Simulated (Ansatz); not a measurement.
The starting structures come from a database of crystals and need not be the phases stable at ambient conditions.

By PBEsol, the system below comes out a metal.

Given:

```
CELL_PARAMETERS angstrom
      4.30693     0.00000     0.00000
     -2.15346     3.72991     0.00000
      0.00000     0.00000     3.64950
ATOMIC_POSITIONS crystal
  Li 0.00000 0.00000 0.00000
  C  0.66639 0.66639 0.50000
  C  0.33361 0.33361 0.50000
  C  0.00000 0.66639 0.50000
  C  0.00000 0.33361 0.50000
  C  0.33361 0.00000 0.50000
  C  0.66639 0.00000 0.50000
```

The cell is taken as given; by PBEsol it stands under a pressure of 0.5 GPa.

The current flows along the normal of the first two printed cell vectors, the (001) plane of the conventional cell. No spin-orbit coupling; the value is a mean over 0.1 eV about the Fermi level.

Compute, with PBEsol run with Ansatz (a first-principles code), the ballistic conductance per area.

0.32 × 10¹⁵ S/m² for both spins.
